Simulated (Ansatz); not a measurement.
System: Ge₂Sb₂Te₅ (model structure, R-3m, No. 166, 9 atoms in the cell). Method: r²SCAN (Ansatz, a first-principles code, plane waves, PAW).

Numerical settings: plane-wave cutoff 560 eV, 10×10×10 k mesh, Fermi–Dirac smearing 0.01 eV, scalar-relativistic PAW data made under PBE.

Cell (relaxed at this level):

Space group R-3m, hexagonal axes (No. 166); a = b = 4.262 Å, c = 53.269 Å, α = β = 90.00°, γ = 120.00°

```json
[
 {"atom": "Te", "site": "3a", "symmetry": "-3m", "x": "0.0000", "y": "0.0000", "z": "0.0000"},
 {"atom": "Ge", "site": "6c", "symmetry": "3m", "x": "0.0000", "y": "0.0000", "z": "0.3010"},
 {"atom": "Te", "site": "6c", "symmetry": "3m", "x": "0.0000", "y": "0.0000", "z": "0.3973"},
 {"atom": "Sb", "site": "6c", "symmetry": "3m", "x": "0.0000", "y": "0.0000", "z": "0.1021"},
 {"atom": "Te", "site": "6c", "symmetry": "3m", "x": "0.0000", "y": "0.0000", "z": "0.1993"}
]
```
(The calculation used a cell of 9 atoms; values per cell refer to that cell.)

Q: Predict the band gap.

A: 
* **band gap**: 0.61 eV (on the SCF k mesh)

Note: the relaxation could raise the start's symmetry but not lower it, so the cell can be a saddle point; the cell has widely spaced layers and the level no dispersion term, so their spacing and the moduli can rest on weak binding.

Spin–orbit coupling is not included; with these elements it can move the gap by several tenths of an eV or more.

The computed numbers hold no vibrational or temperature effects.

Computing time: very roughly 60 core-minutes.

A model structure was made by putting elements into a prototype or built by hand; it is no filed structure, need not be a known phase, and can be a saddle point held by its symmetry.
